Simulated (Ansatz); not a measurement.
The reference is Rb$_{2}$GeF$_{6}$ (space group P-3m1, No. 164).

```
Rb2GeF6
1.0
    5.82918     0.00000     0.00000
   -2.91459     5.04822     0.00000
    0.00000     0.00000     4.77413
Rb Ge F
2 1 6
Direct
  0.33333   0.66667   0.69884
  0.66667   0.33333   0.30116
  0.00000   0.00000   0.00000
  0.85192   0.14808   0.78694
  0.14808   0.85192   0.21306
  0.85192   0.70384   0.78694
  0.14808   0.29616   0.21306
  0.29616   0.14808   0.78694
  0.70384   0.85192   0.21306
```

All numbers come from DFT with r2SCAN, PAW potentials and a 500 eV plane-wave cutoff in Ansatz (a quantum-chemistry and plane-wave program), no spin-orbit coupling.

One change was made to it. Results:

```json
[
 {"quantity": "lattice parameter a", "base": "5.829 Å", "after": "5.584 Å"},
 {"quantity": "smallest direct gap", "base": "7.26 eV", "after": "7.82 eV"},
 {"quantity": "band gap", "base": "7.25 eV", "after": "7.79 eV"}
]
```

Name the change that was made.
A. pressure 7.5 GPa
B. pressure 0.7 GPa
C. pressure 1.5 GPa
D. pressure 3 GPa
E. pressure 0.3 GPa

A, pressure 7.5 GPa. For comparison, the band gap in the other runs: pressure 3 GPa gives 7.51 eV; pressure 0.7 GPa gives 7.32 eV; pressure 1.5 GPa gives 7.39 eV; pressure 0.3 GPa gives 7.28 eV.

Load acts through the strain it causes; cell and atoms are relaxed under it. Whether these cells are dynamically stable was not tested. Competing high-pressure phases were not computed.
